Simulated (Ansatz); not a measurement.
Consider GaP in the zinc blende structure (space group F-43m, No. 216; a = 5.439 Å). Axes: x, y, z lie along the cube axes.

Computed with PBEsol/PAW in Ansatz (an electronic-structure program), without spin-orbit coupling.

Now apply this change: uniaxial strain ε_zz = +0.50 %, all other strain components held at zero, atoms relaxed at fixed cell.

Question: Predict the stress tensor and what it implies for the stiffness.

Answer: Stress of the strained cell less that of the base (GPa, compression positive):
```
  -0.29    0.00    0.00
   0.00   -0.29    0.00
   0.00    0.00   -0.67
```

Then −Δσ_ii/ε with ε = 0.0050 gives relaxed-ion elastic constants: C33 ≈ 134 GPa, C13 ≈ 59 GPa and C23 ≈ 59 GPa.

Whether these cells are dynamically stable was not tested.
